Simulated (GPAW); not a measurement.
Checking a run of GPAW on BiHSe2O6 (Cc, 20 atoms in the cell). The aim is a self-consistent single point with DFT LDA (Perdew-Wang 92), LCAO dzp, GPAW PAW datasets LDA (gpaw-data 1.0.1).

Cell that was meant: a = 4.6225 Å, b = 4.6225 Å, c = 16.4545 Å, α = 90.12°, β = 90.12°, γ = 103.64°.

Part of the input:

```python
            basis='dzp',
            xc='LDA',
            kpts={'size': (4, 4, 1), 'gamma': True},
            occupations={'name': 'fermi-dirac', 'width': 2.0},
            convergence={'density': 1e-05},
            symmetry={'symmorphic': False, 'tolerance': 0.0005},
            maxiter=100,
```

Output, abridged:

```
Input parameters:
  basis: dzp
  convergence: {density: 1e-05}
  h: 0.2
  kpts: {gamma: True,
         size: (4, 4, 1)}
  maxiter: 100
   [... lines left out ...]
  19 O      2.546749    1.584891    5.135256    ( 0.0000,  0.0000,  0.0000)

Unit cell:
           periodic     x           y           z      points  spacing
  1. axis:    yes    2.857310   -3.633570    0.000000    24     0.1872
  2. axis:    yes    2.857310    3.633570    0.000000    24     0.1872
  3. axis:    yes   -0.057954    0.000000   16.454408    84     0.1959

  Lengths:   4.622451   4.622451  16.454510
  Angles:   90.124740  90.124740 103.639502

Effective grid spacing dv^(1/3) = 0.1919
     iter     time        total  log10-change:
                         energy   eigst   dens
iter:   1 --:--:--  -113.238681        c
iter:   2 --:--:--  -110.658488        c -1.06
iter:   3 --:--:--  -103.117048        c -1.11
iter:   4 --:--:--  -103.306604        c -1.47
iter:   5 --:--:--  -103.654061        c -1.61
iter:   6 --:--:--  -102.437862        c -1.55
iter:   7 --:--:--  -102.364000        c -2.20
iter:   8 --:--:--  -102.376068        c -2.31
iter:   9 --:--:--  -102.361939c       c -2.44
iter:  10 --:--:--  -102.319057c       c -2.58
iter:  11 --:--:--  -102.308733c       c -2.90
iter:  12 --:--:--  -102.310326c       c -3.02
iter:  13 --:--:--  -102.326415c       c -3.08
   [... 13 lines left out ...]
iter:  27 --:--:--  -102.337063c       c -4.63
iter:  28 --:--:--  -102.336959c       c -4.67
iter:  29 --:--:--  -102.336832c       c -4.78
iter:  30 --:--:--  -102.336648c       c -4.90
iter:  31 --:--:--  -102.336644c       c -5.07c
Converged after 31 iterations.

Dipole moment: (4.117357, 0.000000, -41.429604) |e|*Ang

Energy contributions relative to reference atoms: (reference = -1457504.544648)

Kinetic:       +256.429562
Potential:     -207.295573
External:        +0.000000
XC:            -119.873223
Entropy (-ST):  -70.791101
Local:           +3.798141
SIC:             +0.000000
--------------------------
Free energy:   -137.732194
Extrapolated:  -102.336644

Showing only first 2 kpts
 Kpt  Band  Eigenvalues  Occupancy
  0    62      0.77704    1.60861
  0    63      0.78460    1.60742
  0    64      4.98442    0.66794
  0    65      5.00684    0.66297

  1    62      0.65076    1.62810
  1    63      0.71027    1.61901
  1    64      5.13128    0.63569
  1    65      5.22086    0.61642

   [... lines left out ...]
Fermi level: 3.60388
Gap: 4.166 eV
Direct gap: 4.200 eV
   [... lines left out ...]
 10 O     2.61768    2.22239   -1.33255
 11 O     2.61768   -2.22239   -1.33255
 12 O     0.03162    1.06199    3.17216
 13 O     0.03162   -1.06199    3.17216
 14 O    -2.52459    2.53112   -0.13908
 15 O    -2.52459   -2.53112   -0.13908
 16 O     0.13835    0.82954    2.95304
 17 O     0.13835   -0.82954    2.95304
 18 O     1.54244    2.87878   -0.15053
 19 O     1.54244   -2.87878   -0.15053
```

Question: Is this run sound? If not, what is wrong?

Answer: The run is not sound. The fault is a smearing width that is far too large. A width of many tenths of an electronvolt moves electrons far across the Fermi level or the gap, and the free energy and its derivatives carry a large smearing term. To fix it, use a width small against the gap or band features. The run converged in 31 iterations without an error; against the sound input the free energy drops by 1.45 eV/atom, the largest force goes from 0.713 to 6.802 eV/Å and the gap on the mesh goes from 3.497 to 4.166 eV.

An input that runs soundly differs in these lines (not the only fix; some lines may just follow from the change or write a value another way):
```diff
-            occupations={'name': 'fermi-dirac', 'width': 2.0},
+            occupations={'name': 'fixed-uniform'},
```

With that input, the run converged in 23 iterations: free energy E − TS (from the program's reference atoms) -108.7168 eV; top of the valence band (on the code's own zero) 1.35 eV; gap on the k-point mesh 3.50 eV; largest force (vector length) 0.713 eV/Å (DFT LDA (Perdew-Wang 92), LCAO dzp, GPAW PAW datasets LDA (gpaw-data 1.0.1)).

On the sound input: the starting cell comes from a database of computed structures (which also holds hypothetical and non-ambient phases and stackings), without a prior relaxation at this level. Spin-orbit coupling is off. Values carry the incompleteness of an atom-centred basis.
